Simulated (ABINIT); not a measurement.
A self-consistent single point of Y2Al3Si2 (P1, 7 atoms in the cell) with ABINIT.

Level of theory: PBEsol, norm-conserving pseudopotentials (PseudoDojo nc-sr-04 PBEsol standard) (plane waves; ABINIT 10.0.3).

The change in words: lattice scaled by 0.98. Reference geometry:
```xyz
7
Lattice="5.0784 -2.0202 0.0000 5.0784 2.0202 0.0000 -1.2778 0.0000 6.4825" Properties=species:S:1:pos:R:3 pbc="T T T"
Y      3.0071    -0.0067     4.3733
Y      5.8697    -0.0192     2.1139
Al     5.9415     0.0411     5.6496
Al     2.9485     0.0090     0.8656
Al     0.0084     0.0099    -0.0359
Si     8.7582    -0.0275     2.3351
Si     0.1038    -0.0066     4.1458
```

Reference input (self-consistent single point, DFT, PBEsol, plane waves, norm-conserving pseudopotentials (PseudoDojo nc-sr-04 PBEsol standard)): pseudos = [Y.upf, Al.upf, Si.upf]; ecut = 72 Ry; occopt = 7; tsmear = 0.1 eV; ngkpt = 5 5 3; nshiftk = 1; shiftk = 0 0 0; potentials = PseudoDojo nc-sr-04 PBEsol standard; nband = 27; kptopt = 1; nstep = 50; tolvrs = 1e-10. This run's input differs from it in these lines:

```diff
@@ -5,5 +5,5 @@
 rprim
-         5.0783950000   -2.0202450000    0.0000000000
-         5.0783950000    2.0202450000    0.0000000000
-        -1.2777620000    0.0000000000    6.4825000000
+         4.9768270000   -1.9798400000    0.0000000000
+         4.9768270000    1.9798400000    0.0000000000
+        -1.2522070000    0.0000000000    6.3528500000
 natom 7
```

Output (repeated stretches shortened):

```
--- !BeginCycle
solver: {iscf: 7, nstep: 50, nline: 4, wfoptalg: 0, }
tolerances: {tolvrs: 1.00E-10, }
...

     iter   Etot(hartree)      deltaE(h)  residm     vres2
 ETOT  1  -97.037028947142    -9.704E+01 7.239E-02 6.716E+02
 ETOT  2  -97.135237038730    -9.821E-02 1.054E-02 6.640E+01
 ETOT  3  -97.139767527592    -4.530E-03 6.886E-03 5.648E-01
 ETOT  4  -97.139819112699    -5.159E-05 2.349E-03 6.963E-03
 ETOT  5  -97.139819751150    -6.385E-07 1.553E-03 1.869E-03
 ETOT  6  -97.139819850108    -9.896E-08 9.015E-04 7.491E-05
 ETOT  7  -97.139819853687    -3.579E-09 8.391E-04 6.639E-07
 ETOT  8  -97.139819853749    -6.163E-11 5.971E-04 5.033E-08
 ETOT  9  -97.139819853755    -6.523E-12 5.191E-04 2.336E-09
 ETOT 10  -97.139819853753     1.876E-12 3.305E-04 4.398E-11
 At SCF step   10       vres2   =  4.40E-11 < tolvrs=  1.00E-10 =>converged.

 Cartesian components of stress tensor (hartree/bohr^3)
  sigma(1 1)= -1.34071513E-04  sigma(3 2)= -1.75496914E-06
  sigma(2 2)= -1.64632644E-04  sigma(3 1)= -2.09698399E-05
  sigma(3 3)= -1.59065892E-04  sigma(2 1)= -2.91919912E-06

 ----iterations are completed or convergence reached----

 reduced coordinates (array xred) for    7 atoms
       0.382609000000      0.379270000000      0.674637000000
       0.623673000000      0.614184000000      0.326086000000
       0.684431000000      0.704798000000      0.871521000000
       0.304879000000      0.309321000000      0.133535000000
       0.997682000000      0.002576000000      0.994468000000
       0.914423000000      0.900803000000      0.360215000000
   [... lines left out ...]
 Fermi (or HOMO) energy (hartree) =   0.32086   Average Vxc (hartree)=  -0.39059
   [... lines left out ...]
total_energy        : -9.71398198537534E+01
total_energy_eV     : -2.64330892613173E+03
band_energy         : -6.73904714316484E+00
...

-Cartesian components of stress tensor (GPa)         [Pressure=  4.4894E+00 GPa]
- sigma(1 1)= -3.94451945E+00  sigma(3 2)= -5.16329659E-02
- sigma(2 2)= -4.84365880E+00  sigma(3 1)= -6.16953888E-01
- sigma(3 3)= -4.67987932E+00  sigma(2 1)= -8.58857887E-02

 Calculation completed.
```

The run converged in 10 iterations. Against the reference run the free energy rises by 9.5 meV/atom, the pressure goes from -1.49 to 4.49 GPa and the largest force goes from 0.359 to 0.519 eV/Å.

The starting cell comes from a database of computed structures (which also holds hypothetical and non-ambient phases and stackings), without a prior relaxation at this level. Its atoms were displaced at random from the sites of space group no. 12. For this run, on top of that: lattice scaled by 0.98. With a pressure of about 4 GPa the cell is away from its equilibrium volume at this level.

Cost on one core of a shared machine: roughly 8 min.
